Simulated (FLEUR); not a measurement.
# Equation of state of bcc Mo (space group 229): energy against volume (FLEUR, PBE)

```
CELL_PARAMETERS angstrom
     -1.54699     1.54699     1.54699
      1.54699    -1.54699     1.54699
      1.54699     1.54699    -1.54699
ATOMIC_POSITIONS crystal
  Mo 0.00000 0.00000 0.00000
```

Method of the run: PBE, all-electron FLAPW (FLEUR), scalar-relativistic valence (FLEUR). Settings: Kmax = 5.13 1/bohr; GmaxXC = 25.6 1/bohr; xcFunctional = pbe; jspins = 1; l_soc = F; mode = hist; fermiSmearingEnergy = 0.00183747 Htr; mesh (inpgen div1-3) = 26 26 26; inpgen gamma flag = true; Gmax = 25.6 1/bohr; numbands = 0; maxIterBroyd = 99; imix = Anderson; alpha = 0.05; precondParam = 0; minDistance = 1e-05 me/bohr^3. The cell above is the first row's. The rows scale it uniformly. In all rows the k mesh is held. E is the free energy at the stated smearing, counted from the lowest row.

| V (Å^3/atom) | E (meV/atom) |
|---|---|
| 14.809 | ? |
| 15.131 | 24.31 |
| 15.453 | 6.20 |
| 15.775 | 0.00 |
| 16.097 | 4.53 |
| 16.419 | 18.71 |
| 16.741 | 41.55 |
| 17.063 | 72.16 |
| 17.385 | 109.74 |

### Question
Using the third-order Birch-Murnaghan form, a cubic in V^(-2/3), estimate the missing E at V = 14.809 from the other rows, showing the fit.

### Answer
With u = V^(-2/3) - 0.156, the rows have u = 0.007464, 0.005185, 0.002984, 0.000857, -0.001201, -0.003192, -0.005121, -0.006990. Least squares gives E = 9.278 - 6499.91·u + 1133325·u² + 997926·u³. Residuals (row less fit): -0.007, 0.016, 0.000, -0.011, -0.007, 0.009, 0.009, -0.006; standard error 0.013 (degrees of freedom: 4). Its minimum lies at u = 0.002857, so V0 = (0.158857)^(-3/2) = 15.79. There d²E/du² = 2284000 and d³E/du³ = 5988000, so B0 = (4/9) × 15.79^(-7/3) × 2284000 × 0.160218 = 260 GPa (the last factor turns the table's units into GPa), and B0' = 4 + (2/3) × 0.158857 × (5988000)/2284000 = 4.3. At the withheld row, u = 0.009825, so E = 9.278 - 6499.91 × 0.009825 + 1133325 × 0.009825² + 997926 × 0.009825³ = 55.763 meV/atom. The calculation gives 55.64 meV/atom, 0.123 meV/atom below the prediction (0.1 % of the range of E in the table). The row lies outside the fitted rows, so this is an extrapolation. From the scatter of the fitted rows alone, a prediction at this place has a standard error of 0.039 meV/atom, so the miss is 3.2 times that.

Carrying the step between the two nearest rows on in a straight line would have given 42.42, off by 13.22; series whose last step already gives the withheld value aren't shown. The scan was laid around a cell of about the measured size, scaled by a guess for this functional. Spin polarisation is off. Values depend on the basis (sphere radii, cutoffs, local orbitals), which need not be converged. Cutoffs and mesh are single choices, not tested for convergence of this quantity. Series with a scatter that would blur these digits, or in which a gap closes, are not shown. Nor are scans whose minimum lies at an end fitted in this form.

Terms beyond the fitted order, or numerical noise in single rows, can give a miss of this size; the table doesn't tell which.
